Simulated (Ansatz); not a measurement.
Evanescent states of SiO2 (P4_12_12, 12 atoms a cell, 14.4 Å³ an atom) along the normal of (110)

These are r2SCAN (plane waves, PAW; Ansatz, a quantum-chemistry and plane-wave program) values and carry that method's errors.

No gap correction and no spin-orbit coupling; mid-gap is the computed energy nearest the middle.

Energies count from the valence-band top; κ is the least over a 6×4 mesh across the current.

| E (eV) | κ (1/Å) | where |
|---|---|---|
| 0.14 | 0.260 | Γ |
| 0.43 | 0.412 | Γ |
| 0.72 | 0.496 | Γ |
| 1.01 | 0.553 | Γ |
| 1.30 | 0.561 | Γ |
| 1.59 | … | Γ |
| 1.89 | … | Γ |
| 2.17 | … | Γ |
| 2.46 | … | Γ |
| 2.75 | … | Γ |
| 3.04 | … | Γ |
| 3.33 | … | Γ |
| 3.62 | … | Γ |
| 3.92 | … | Γ |
| 4.21 | … | Γ |
| 4.50 | … | Γ |
| 4.79 | … | Γ |
| 5.08 | 0.390 | Γ |
| 5.37 | 0.348 | Γ |
| 5.66 | 0.297 | Γ |
| 5.95 | 0.229 | Γ |
| 6.24 | 0.118 | Γ |

Q: What belongs in the gaps?

A: 
- 1.59, κ (1/Å): 0.566
- 1.89, κ (1/Å): 0.567
- 2.17, κ (1/Å): 0.565
- 2.46, κ (1/Å): 0.560
- 2.75, κ (1/Å): 0.554
- 3.04, κ (1/Å): 0.544
- 3.33, κ (1/Å): 0.532
- 3.62, κ (1/Å): 0.517
- 3.92, κ (1/Å): 0.499
- 4.21, κ (1/Å): 0.478
- 4.50, κ (1/Å): 0.453
- 4.79, κ (1/Å): 0.424
